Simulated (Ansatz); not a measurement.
Consider Cu3N (space group Pm-3m, No. 221).

```
CELL_PARAMETERS angstrom
      3.82686     0.00000     0.00000
      0.00000     3.82686     0.00000
      0.00000     0.00000     3.82686
ATOMIC_POSITIONS crystal
  N  0.00000 0.00000 0.00000
  Cu 0.50000 0.00000 0.00000
  Cu 0.00000 0.00000 0.50000
  Cu 0.00000 0.50000 0.00000
```

Cartesian axes are those of the cell as printed.

Method: PBE/PAW in Ansatz (a first-principles code), scalar-relativistic without spin-orbit coupling.

Now apply this change: tensor shear ε_yz = +1.45 % (engineering shear γ = 0.0290); the atoms relax in the strained cell.

Predict the stress tensor and what it implies for the stiffness.

Stress of the strained cell less that of the base (GPa, compression positive):
```
  -0.01    0.00    0.00
   0.00    0.04   -0.55
   0.00   -0.55    0.04
```

Then −Δσ/γ with γ = 2ε = 0.0290 gives secant stiffness values (nonlinear terms included at this strain): C44 ≈ 19 GPa.

Whether these cells are dynamically stable was not tested. The final runs are not spin-polarised.
